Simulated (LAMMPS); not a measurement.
LAMMPS 22 Jul 2025, classical MD, SNAP (Ni_Zuo_JPCA2020.snapcoeff): Ni, 2048 atoms.

```
Quantity                                                                                             Value
-----------------------------------------------  ---------------------------------------------------------
task                                                                                               MD, nve
potential                                        SNAP, Ni_Zuo_JPCA2020.snapcoeff Ni_Zuo_JPCA2020.snapparam
copies of the repeat unit                                                                            8×8×8
shape (slab and sphere leave vacuum in the box)                                                       bulk
neighbor skin                                                                                          2 Å
neigh_modify                                                                     every 1 delay 0 check yes
newton                                                                                        on (default)
atom_modify sort (bins of 2 Å where set)                                                    1000 (default)
comm_style                                                                                 brick (default)
box                                                                                   28.2 × 28.2 × 28.2 Å
start                                                      generated fcc lattice, warmed in an untimed run
```

All runs start from one configuration, warmed at this fixed volume for 300 steps under a thermostat at 900 K. The run at the shortest step has a mean temperature of 900 K and a mean pressure of 5.4 GPa.

Each run covers about 0.40 ps at constant energy (mean temperature 900 K at the shortest step); σ is the standard deviation over the printed steps. One run each, on a shared machine, so no times are given.

Steps tried: 0.5 fs, 1 fs, 2 fs, 2.5 fs, 4 fs, 5 fs, 8 fs, 10 fs, 16 fs, 20 fs, 32 fs.

Task: Choose the longest time step that keeps σ(total energy)/σ(kinetic energy) under 10 %.

Result: 10 fs. The run fails or blows up at 32 fs.

```
time step  σ(E total)/σ(E kinetic)  last minus first total energy (meV/atom)  mean temperature (K)
---------  -----------------------  ----------------------------------------  --------------------
0.5 fs                     0.00015                               under 0.001                   900
1 fs                       0.00060                               under 0.001                   900
2 fs                        0.0024                                   −0.0021                   899
2.5 fs                      0.0038                                   −0.0030                   899
4 fs                        0.0097                                   −0.0056                   897
5 fs                         0.015                                   −0.0033                   895
8 fs                         0.040                                    +0.040                   888
10 fs                        0.064                                     +0.14                   882
16 fs                         0.19                                      +1.5                   855
20 fs                         0.55                                      +7.3                   837
32 fs            stops: Lost atoms                                         —                     —
```

The bar is a choice.
